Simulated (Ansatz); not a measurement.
## CO on the 1x1 (10-10) surface of wurtzite AlN (cut with top plane Al + N), one in a 2x1 cell, started at the site 'top N'

Host crystal: wurtzite AlN, with a band gap (PBE, scalar-relativistic without spin-orbit coupling).

The numbers are results of HSE06, at the PBE geometry (plane waves to 420 eV, PAW; Ansatz, a program for electronic structure), not measurements.

Model: 34-atom slab, 8.9 Å thick at the start under the adsorbate (thin: gaps and levels are the slab's own), 3x3x1 mesh, Fermi-Dirac 0.01 eV, dipole correction, single point; on the structure that PBE left under its start's symmetry; no spin, no spin-orbit, no U, no dispersion correction. At the end it is bonded to Al. In PBE it is, or lies within 0.03 eV of, the lowest of the starts that converged; the order may differ at this level.

```yaml
adsorption energy against CO(g) at the same level: -0.58 eV
change_of_the_step_from_the_bottom_to_the_top_vacuum_level_against_the_clean_slab: 0.19 eV
height of the binding atom over the mean of the host atoms within 0.3 Å of the top one: 1.599 Å
nearest_host_atoms_of_the_binding_atom: Al at 2.15 Å, N at 2.24 Å, N at 2.98 Å
note: in the relaxation the adsorbate left its starting site by 1.7 Å
cost: roughly 13 core-minutes
```

A negative adsorption energy means that the adsorbate is more stable on the surface than in its reference.
